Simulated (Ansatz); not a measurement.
# Ba: pressure 3 GPa

Consider Ba in the bcc (W type) structure (space group Im-3m, No. 229; a = 5.020 Å).

The change: cell and atoms relaxed at a pressure of 3 GPa.

Method: PBE (Ansatz, an electronic-structure program), no SOC. Γ-centred 13×13×13 mesh, Fermi–Dirac width 0.05 eV.

The volume per atom drops by 13.807 Å³ to 49.45 Å³ and the density increases by 1.007 g/cm³, from 3.61 g/cm³ to 4.61 g/cm³. The lattice parameter a falls by 0.396 Å, from 5.020 Å to 4.624 Å and the shortest interatomic distance shrinks by 0.3426 Å to 4.005 Å. The band gap is still zero.

Final structure:

```xyz
1
Lattice="-2.3122 2.3122 2.3122 2.3122 -2.3122 2.3122 2.3122 2.3122 -2.3122" Properties=species:S:1:pos:R:3 pbc="T T T"
Ba     0.0000     0.0000     0.0000
```

Load acts through the strain it causes; cell and atoms are relaxed under it. Whether these cells are dynamically stable was not tested.
